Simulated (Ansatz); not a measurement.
Electronic density of states of amorphous Al30O33N8, density 3.00 g/cm³, on a 2×2×2 Γ-centred mesh with a Gaussian width of 0.1 eV; energies count from the Fermi level, whose place inside the gap is arbitrary. Cell and mesh are small, so fine structure isn't converged. Method: PBE, scalar-relativistic without spin-orbit coupling (plane waves to 420 eV, PAW; Ansatz, an electronic-structure program). Sampling: a 2×2×2 Γ-centred mesh; Fermi-Dirac width 0.02 eV; no spin polarisation. At PBE the levels at the filled edge of the gap are localised (band-tail or defect states), and the nearest spread-out levels lie 3.2 eV apart at the zone centre.

A CHGNet melt-quench gave the starting glass, which DFT then relaxed. O and N atoms were pushed apart under 1.9 Å during the dynamics, to hinder bonds among them. The hot cell started wider than the set density and was brought back towards it in steps. It is the lowest in DFT energy of 2 quenches. It is a model cell: composition and starting density were chosen by hand, and all elements were melted together. No dispersion term was used. A short ab initio anneal came between quench and relaxation. Its density started from a set value of 3.00 and ended at 3.00 g/cm³. Cooling (nominally 290 K/ps over its main leg) ran many orders faster than in experiment, which tends to leave more defects and strain. Values belong to this one cell and scatter from quench to quench. The volume was held where the preparation left it and the shape relaxed, at a PBE pressure of 1.7 GPa. Stress components on the final sampling reach 1.7 GPa.

(E - EF (eV), states/(eV atom)): (-12.00, 0.00); (-11.90, 0.00); (-11.80, 0.00); (-11.70, 0.00); (-11.60, 0.00); (-11.50, 0.00); (-11.40, 0.00); (-11.30, 0.00); (-11.20, 0.00); (-11.10, 0.00); (-11.00, 0.00); (-10.90, 0.00); (-10.80, 0.00); (-10.70, 0.00); (-10.60, 0.00); (-10.50, 0.00); (-10.40, 0.00); (-10.30, 0.00); (-10.20, 0.00); (-10.10, 0.00); (-10.00, 0.00); (-9.90, 0.00); (-9.80, 0.00); (-9.70, 0.00); (-9.60, 0.00); (-9.50, 0.00); (-9.40, 0.00); (-9.30, 0.00); (-9.20, 0.00); (-9.10, 0.00); (-9.00, 0.00); (-8.90, 0.00); (-8.80, 0.00); (-8.70, 0.03); (-8.60, 0.15); (-8.50, 0.20); (-8.40, 0.19); (-8.30, 0.22); (-8.20, 0.28); (-8.10, 0.36); (-8.00, 0.43); (-7.90, 0.43); (-7.80, 0.36); (-7.70, 0.30); (-7.60, 0.32); (-7.50, 0.38); (-7.40, 0.39); (-7.30, 0.38); (-7.20, 0.39); (-7.10, 0.42); (-7.00, 0.41); (-6.90, 0.40); (-6.80, 0.41); (-6.70, 0.44); (-6.60, 0.47); (-6.50, 0.46); (-6.40, 0.45); (-6.30, 0.51); (-6.20, 0.48); (-6.10, 0.49); (-6.00, 0.54); (-5.90, 0.54); (-5.80, 0.51); (-5.70, 0.48); (-5.60, 0.50); (-5.50, 0.56); (-5.40, 0.54); (-5.30, 0.57); (-5.20, 0.61); (-5.10, 0.61); (-5.00, 0.62); (-4.90, 0.61); (-4.80, 0.59); (-4.70, 0.59); (-4.60, 0.54); (-4.50, 0.54); (-4.40, 0.62); (-4.30, 0.66); (-4.20, 0.67); (-4.10, 0.63); (-4.00, 0.59); (-3.90, 0.56); (-3.80, 0.59); (-3.70, 0.64); (-3.60, 0.67); (-3.50, 0.67); (-3.40, 0.64); (-3.30, 0.68); (-3.20, 0.70); (-3.10, 0.67); (-3.00, 0.67); (-2.90, 0.66); (-2.80, 0.65); (-2.70, 0.65); (-2.60, 0.62); (-2.50, 0.59); (-2.40, 0.52); (-2.30, 0.40); (-2.20, 0.37); (-2.10, 0.35); (-2.00, 0.24); (-1.90, 0.18); (-1.80, 0.27); (-1.70, 0.29); (-1.60, 0.17); (-1.50, 0.09); (-1.40, 0.14); (-1.30, 0.07); (-1.20, 0.01); (-1.10, 0.00); (-1.00, 0.00); (-0.90, 0.00); (-0.80, 0.00); (-0.70, 0.00); (-0.60, 0.00); (-0.50, 0.00); (-0.40, 0.00); (-0.30, 0.00); (-0.20, 0.00); (-0.10, 0.00); (0.00, 0.00); (0.10, 0.00); (0.20, 0.00); (0.30, 0.00); (0.40, 0.00); (0.50, 0.00); (0.60, 0.00); (0.70, 0.00); (0.80, 0.00); (0.90, 0.00); (1.00, 0.00); (1.10, 0.00); (1.20, 0.00); (1.30, 0.02); (1.40, 0.01); (1.50, 0.00); (1.60, 0.00); (1.70, 0.00); (1.80, 0.01); (1.90, 0.03); (2.00, 0.04); (2.10, 0.03); (2.20, 0.05); (2.30, 0.07); (2.40, 0.05); (2.50, 0.04); (2.60, 0.04); (2.70, 0.04); (2.80, 0.04); (2.90, 0.05); (3.00, 0.06); (3.10, 0.08); (3.20, 0.10); (3.30, 0.12); (3.40, 0.07); (3.50, 0.07); (3.60, 0.10); (3.70, 0.11); (3.80, 0.12); (3.90, 0.14); (4.00, 0.20); (4.10, 0.24); (4.20, 0.22); (4.30, 0.25); (4.40, 0.23); (4.50, 0.20); (4.60, 0.25); (4.70, 0.27); (4.80, 0.30); (4.90, 0.37); (5.00, 0.32); (5.10, 0.30); (5.20, 0.35); (5.30, 0.38); (5.40, 0.39); (5.50, 0.41); (5.60, 0.40); (5.70, 0.41)

The level gap on this mesh is 2.72 eV; the broadening fills part of it in the curve.
